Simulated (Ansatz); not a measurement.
The starting structures come from a database of crystals and need not be the phases stable at ambient conditions.

 Where the default PAW files enter, the runs use the earlier of Ansatz's two default sets.

# Evanescent states of Rb₂NaYF₆ (Fm-3m, not sure to be the ambient phase, 10 atoms a cell, 18.4 Å³ an atom, -3 GPa at this level) along the normal of (110)

Computed with r2SCAN (plane waves, PAW; Ansatz, an electronic-structure program).

The gap is the functional's own, uncorrected, and κ follows it; spin-orbit coupling is left out. Mid-gap values are interpolated between the computed energies.

Energies count from the valence-band top; κ is the least over a 6×4 mesh across the current.

| E (eV) | κ (1/Å) | where |
|---|---|---|
| 0.17 | 0.298 | Γ |
| 0.49 | 0.390 | Γ |
| 0.82 | 0.447 | Γ |
| 1.16 | 0.485 | Γ |
| 1.49 | 0.512 | Γ |
| 1.81 | [?] | Γ |
| 2.15 | [?] | Γ |
| 2.48 | [?] | Γ |
| 2.81 | [?] | Γ |
| 3.13 | [?] | Γ |
| 3.46 | [?] | Γ |
| 3.79 | [?] | Γ |
| 4.12 | [?] | Γ |
| 4.46 | [?] | Γ |
| 4.79 | [?] | Γ |
| 5.12 | [?] | Γ |
| 5.45 | [?] | Γ |
| 5.78 | 0.409 | Γ |
| 6.11 | 0.369 | Γ |
| 6.43 | 0.319 | Γ |
| 6.76 | 0.253 | Γ |
| 7.09 | 0.151 | Γ |

Question: What belongs in the gaps?

Answer: 
- 1.81, κ (1/Å): 0.531
- 2.15, κ (1/Å): 0.543
- 2.48, κ (1/Å): 0.549
- 2.81, κ (1/Å): 0.552
- 3.13, κ (1/Å): 0.550
- 3.46, κ (1/Å): 0.546
- 3.79, κ (1/Å): 0.537
- 4.12, κ (1/Å): 0.526
- 4.46, κ (1/Å): 0.511
- 4.79, κ (1/Å): 0.492
- 5.12, κ (1/Å): 0.470
- 5.45, κ (1/Å): 0.442
